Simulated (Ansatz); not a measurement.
# Short convergence ladders for SnO₂ (Pnnm, 6 atoms in the cell)

```yaml
crystal:
  lattice:
    - [4.80236, 0.00000, 0.00000]
    - [0.00000, 4.88118, 0.00000]
    - [0.00000, 0.00000, 3.25062]
  atoms:
    - { symbol: Sn, position: [0.50000, 0.50000, 0.50000] }
    - { symbol: Sn, position: [0.00000, 0.00000, 0.00000] }
    - { symbol: O, position: [0.29185, 0.32104, 0.00000] }
    - { symbol: O, position: [0.70815, 0.67896, 0.00000] }
    - { symbol: O, position: [0.79185, 0.17896, 0.50000] }
    - { symbol: O, position: [0.20815, 0.82104, 0.50000] }
```

Base method: LDA (PW92), default PAW files made with PBE (plane waves; Ansatz, a first-principles code).

Base settings: basis.ecutwfc = 420 eV; kpoints.mp_grid.grid = 5 5 8; hamiltonian.xc = lda; hamiltonian.pseudopotentials = {kind: paw} (the program's default PAW files); scf.occupations.method = fixed.

Core times come from one kind of shared machine, to one figure; runs under 30 s give none.

**Zone-centre phonons against the cutoff**

In this ladder: phonons.method = dfpt; phonons.dielectric = true; phonons.rigid_motions = translations.

The mesh stays at the base's, so the ladder's end is converged at best in this setting alone.

Frequencies are those of the unrelaxed cell, without the LO-TO term of polar crystals.

Only quantities that move along the ladder and can be compared are tabulated.

ε∞ and Born charges come from denser meshes that the program picks itself.

| basis.ecutwfc | highest zone-centre frequency (cm⁻¹) | lowest optical frequency (cm⁻¹) | largest Born charge (mean of the diagonal) (e) | mean ε∞ | core time / last (rough) |
|---|---|---|---|---|---|
| 210 eV | 851.1 | -91.9 | 4.294 | 5.411 | 0.7 |
| 295 eV | 679.2 | 140.4 | 4.307 | 5.205 | 0.8 |
| 355 eV | 668.9 | 141.3 | 4.293 | 5.196 | 0.8 |
| 420 eV | 666.6 | 139.7 | 4.296 | 5.192 | 1 |

Coarsest basis.ecutwfc that holds the highest zone-centre frequency within 5 cm⁻¹ of the last step, with all finer ones: 355 eV; the step before is off by 13 cm⁻¹.

Coarsest basis.ecutwfc that holds the lowest optical frequency within 5 cm⁻¹ of the last step, with all finer ones: 295 eV; the step before is off by 230 cm⁻¹.

Coarsest basis.ecutwfc that holds the largest Born charge (mean of the diagonal) within 0.01 e of the last step, with all finer ones: 355 eV; the step before is off by 0.011 e.

**The dielectric constant against the mesh**

In this ladder: dielectric = true; dielectric.field_mesh = kpoints.

Only quantities that move along the ladder and can be compared are tabulated.

| kpoints.mp_grid.grid | largest Born charge (mean of the diagonal) (e) | mean ε∞ | core time / last (rough) |
|---|---|---|---|
| 2 2 3 | 4.280 | 4.915 | – |
| 3 3 4 | 4.289 | 5.082 | 0.04 |
| 4 4 5 | 4.293 | 5.144 | 0.08 |
| 8 8 12 | 4.297 | 5.186 | 1 |

State of the largest Born charge (mean of the diagonal) at the end of the ladder: still drifting one way, by 0.008 e over the last two steps, so the last step is no safe reference.

State of the mean ε∞ at the end of the ladder: still drifting one way, by 0.10  over the last two steps, so the last step is no safe reference.

The dielectric constant is not shown to be converged to 2 % within this ladder.

On the base run: the starting cell comes from a database of computed structures (which also holds hypothetical and non-ambient phases and stackings), without a prior relaxation at this level. Its lattice was rescaled by up to half a per cent. In the base run, with a pressure of about -13 GPa the cell is away from its equilibrium volume at this level.

Keys are those of Ansatz 0.2.
